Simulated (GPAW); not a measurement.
GPAW run on YAl₃Ag (Imm2, 5 atoms in the cell): self-consistent single point.

Method of the run: LDA (Perdew-Wang 92), GPAW PAW datasets LDA (gpaw-data 1.0.1) (plane waves; GPAW).

```
CELL_PARAMETERS angstrom
     -2.10990     2.11889     5.70845
      2.10990    -2.11889     5.70845
      2.10990     2.11889    -5.70845
ATOMIC_POSITIONS crystal
  Y  0.00014 0.00014 0.00000
  Al 0.24985 0.74985 0.50000
  Al 0.60966 0.60966 0.00000
  Al 0.39014 0.39014 0.00000
  Ag 0.75020 0.25020 0.50000
```

Reference input (self-consistent single point, DFT LDA (Perdew-Wang 92), plane waves, GPAW PAW datasets LDA (gpaw-data 1.0.1)): mode = pw; ecut = 600 eV; xc = LDA; kpts = 7 7 7; mesh shift (steps) = 0 0 0; occupations.name = fermi-dirac; occupations.width = 0.05 eV; nbands = -9; convergence.density = 1e-05 e/electron; convergence.energy = 1e-05 eV/electron; symmetry.symmorphic = false; symmetry.tolerance = 0.0005. This run's input differs from it in these lines:

```diff
@@ -17,3 +17,3 @@
             xc='LDA',
-            kpts=(7, 7, 7),
+            kpts={'size': (6, 6, 6), 'gamma': True},
             occupations=FermiDirac(0.05),
```

Output (repeated stretches shortened):

```
     iter     time        total  log10-change:
                         energy   eigst   dens
iter:   1 --:--:--   -25.248354
iter:   2 --:--:--   -24.593192   -1.56  -1.16
iter:   3 --:--:--   -23.608224   -1.02  -1.20
iter:   4 --:--:--   -23.791021   -1.65  -1.43
iter:   5 --:--:--   -23.637652   -1.87  -1.62
   [... 2 lines left out ...]
iter:   8 --:--:--   -23.493583   -3.31  -2.49
iter:   9 --:--:--   -23.489547   -3.54  -2.58
iter:  10 --:--:--   -23.489164   -4.21  -2.96
iter:  11 --:--:--   -23.489181   -5.63  -3.05
iter:  12 --:--:--   -23.489054c  -4.79  -3.10
iter:  13 --:--:--   -23.489040c  -5.56  -3.37
iter:  14 --:--:--   -23.489044c  -6.63  -3.49
iter:  15 --:--:--   -23.489028c  -5.68  -3.53
iter:  16 --:--:--   -23.489031c  -6.73  -3.59
iter:  17 --:--:--   -23.489032c  -6.95  -3.65
iter:  18 --:--:--   -23.489033c  -7.20  -3.82
iter:  19 --:--:--   -23.489036c  -6.81  -3.85
iter:  20 --:--:--   -23.489032c  -6.60  -3.90
iter:  21 --:--:--   -23.489032c  -7.17  -4.19
iter:  22 --:--:--   -23.489031c  -8.59c -4.38
iter:  23 --:--:--   -23.489030c  -7.02  -4.45
iter:  24 --:--:--   -23.489030c  -8.94c -5.15c
Converged after 24 iterations.

Dipole moment: (-0.050680, 0.050896, -0.043159) |e|*Ang

Energy contributions relative to reference atoms: (reference = -256187.682599)

Kinetic:         -0.494033
Potential:       +2.291258
External:        +0.000000
XC:             -25.350502
Entropy (-ST):   -0.011314
Local:           +0.069904
SIC:             +0.000000
--------------------------
Free energy:    -23.494687
Extrapolated:   -23.489030

Showing only first 2 kpts
 Kpt  Band  Eigenvalues  Occupancy
  0    16      5.33543    2.00000
  0    17      6.03151    1.99955
  0    18      7.61385    0.00000
  0    19      7.90343    0.00000

  1    16      4.42130    2.00000
  1    17      6.30700    1.89471
  1    18      6.49468    0.59317
  1    19      8.22079    0.00000

Fermi level: 6.45150

No gap
No difference between direct/indirect transitions
Energy (eV): -23.48903

Forces in eV/Ang:
  0 Y     0.00000    0.00000   -0.00361
  1 Al    0.00000    0.00000   -0.01618
  2 Al    0.00000    0.00000    0.18957
  3 Al    0.00000    0.00000   -0.17405
  4 Ag    0.00000    0.00000    0.00428

Stress tensor:
     0.041123     0.000000     0.000000
     0.000000     0.043579     0.000000
     0.000000     0.000000     0.046006
Stress (GPa, Voigt): [6.5887 6.9821 7.371  0.     0.     0.    ]
```

The run converged in 24 iterations. GPAW prints stress with tension positive. Against the reference run the free energy stays essentially unchanged (within 1 meV/atom), the pressure stays near -6.98 GPa while the zz stress (positive for compression) goes from -6.93 to -7.37 GPa and the largest force goes from 0.161 to 0.190 eV/Å.

The starting cell comes from a database of computed structures (which also holds hypothetical and non-ambient phases and stackings), without a prior relaxation at this level. Its lattice was rescaled by a random factor within 2.5 % of one. With a pressure of about -7 GPa the cell is away from its equilibrium volume at this level.

Cost on one core of a shared machine: roughly 3 min.
